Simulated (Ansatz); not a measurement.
Start from MgTe in the wurtzite structure (space group P6_3mc, No. 186; a = 4.5089 Å, c = 7.3377 Å). Axes: x lies along a and z along c of the hexagonal cell.

The values are results of LDA (Ansatz, a quantum-chemistry and plane-wave program; PAW; 420 eV plane waves; no spin-orbit coupling), not measurements.

Now apply this change: a pure shear with ε_xz = ε_zx = 0.0200; the atoms relax in the strained cell.

Problem. Predict the stress tensor and what it implies for the stiffness.

Solution. Stress of the strained cell less that of the base (GPa, compression positive):
```
  -0.04    0.00   -0.41
   0.00    0.00    0.00
  -0.41    0.00    0.01
```

Then −Δσ/γ with γ = 2ε = 0.0400 gives secant stiffness values (nonlinear terms included at this strain): C55 ≈ 10 GPa.

Whether these cells are dynamically stable was not tested.
